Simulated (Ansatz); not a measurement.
Given:

```xyz
2
Lattice="0.0000 2.4144 2.4144 2.4144 0.0000 2.4144 2.4144 2.4144 0.0000" Properties=species:S:1:pos:R:3 pbc="T T T"
Be     0.0000     0.0000     0.0000
S      1.2072     1.2072     1.2072
```

No spin polarisation.

Level of theory: LDA (Ansatz, a quantum-chemistry and plane-wave program, PAW, no spin-orbit coupling). k-mesh 12×12×12 (Γ-centred); smearing 0.05 eV (Fermi–Dirac).

What is the computed gap character?

Indirect, Γ → X.

What is the computed width of the top valence band?

3.47 eV.

What is the computed band gap?

2.87 eV.

Load acts through the strain it causes; cell and atoms are relaxed under it. No phonon test of stability was made. The cell was made from BeS in the zinc blende structure (space group F-43m, No. 216) by this change: pressure −2 GPa.
